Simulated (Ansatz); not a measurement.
Input and output of a self-consistent single point for Ir (Fm-3m, 1 atom in the cell) (Ansatz, a quantum-chemistry and plane-wave program).

Method of the run: PBE, PAW files (plane waves; Ansatz).

The change in words: lattice scaled by 0.98. Reference geometry:
```yaml
crystal:
  lattice:
    - [0.00000, 1.92000, 1.92000]
    - [1.92000, 0.00000, 1.92000]
    - [1.92000, 1.92000, 0.00000]
  atoms:
    - { symbol: Ir, position: [0.00000, 0.00000, 0.00000] }
```

Reference input (self-consistent single point, DFT, PBE, plane waves, PAW files): basis.ecutwfc = 420 eV; kpoints.mp_grid.grid = 10 10 10; hamiltonian.xc = pbe; hamiltonian.pseudopotentials = {kind: paw} (an earlier, softer set of the program's PAW files); scf.occupations.method = fermi_dirac; scf.occupations.width = 0.1 eV. This run's input differs from it in these lines:

```diff
@@ -2,5 +2,5 @@
   lattice:
-    - [0.000000, 1.920000, 1.920000]
-    - [1.920000, 0.000000, 1.920000]
-    - [1.920000, 1.920000, 0.000000]
+    - [0.000000, 1.881600, 1.881600]
+    - [1.881600, 0.000000, 1.881600]
+    - [1.881600, 1.881600, 0.000000]
   atoms:
```

Log, with long lists cut:

```
SCF iter   1: F=—  HF=-11936.807172 eV  |F-HF|=—  |Δ(HF+E_count)|=         —  Δρ=5.12e-2  dr2=2.27e-1  ethr=3.10e-3  ⟨swp⟩=5.0  Hψ=3185  notcnv=0
all-band conjugate gradients solve this SCF's bands
preconditioner: auto → none
SCF iter   2: F=—  HF=-11936.733160 eV  |F-HF|=—  |Δ(HF+E_count)|=   7.40e-2  Δρ=1.76e-2  dr2=8.40e-3  ethr=1.34e-3  ⟨swp⟩=2.6  Hψ=1328  notcnv=0
SCF iter   3: F=—  HF=-11936.731620 eV  |F-HF|=—  |Δ(HF+E_count)|=   1.54e-3  Δρ=7.54e-3  dr2=1.62e-3  ethr=4.94e-5  ⟨swp⟩=1.0  Hψ=611  notcnv=0
SCF iter   4: F=—  HF=-11936.731331 eV  |F-HF|=—  |Δ(HF+E_count)|=   2.89e-4  Δρ=1.95e-4  dr2=1.56e-6  ethr=9.55e-6  ⟨swp⟩=1.0  Hψ=611  notcnv=0
SCF iter   5: F=—  HF=-11936.731338 eV  |F-HF|=—  |Δ(HF+E_count)|=   7.00e-6  Δρ=3.50e-5  dr2=6.93e-8  ethr=5.88e-10  ⟨swp⟩=6.8  Hψ=3110  notcnv=0
SCF iter   6: F=-11936.731338 eV  HF=-11936.731338 eV  |F-HF|=1.11e-10  |Δ(HF+E_count)|=   1.55e-8  Δρ=2.53e-6  dr2=3.56e-10  ethr=4.07e-10  ⟨swp⟩=2.1  Hψ=2201  notcnv=0
SCF 1 converged in 6 iterations: F = -11936.731338 eV  dr2 = 3.56e-10
Free energy (F): -11936.731338 eV
Internal energy: -11936.701615 eV  (E = F + TS)
E sigma→0 (E₀):  -11936.716476 eV
Entropy (-TS):   -0.029723 eV (-29.723 meV/atom)
Fermi energy:    27.880617 eV
--- Forces (eV/Å), atoms counted from 1 ---
  atom   1  Ir     0.00000000     0.00000000    -0.00000000
--- Stress (GPa, compression-positive) ---
       36.607715      -0.000000       0.000000
       -0.000000      36.607715       0.000000
       -0.000000      -0.000000      36.607715
  P = ⅓ Tr σ = 36.6077 GPa (366.077 kbar)
  The stress holds the Pulay correction. Without it, at fixed plane waves, as pw.x and ABINIT print it: P = 36.4902 GPa
```

The run converged in 6 iterations. Against the reference run the free energy rises by 114 meV/atom and the pressure goes from 8.99 to 36.61 GPa.

The starting cell has typed, rounded lattice constants, without a prior relaxation at this level. For this run, on top of that: lattice scaled by 0.98. Spin polarisation is off. With a pressure of about 37 GPa the cell is away from its equilibrium volume at this level. Ansatz's pressure includes its estimate of the finite-basis (Pulay) stress.

Keys are those of Ansatz 0.2.
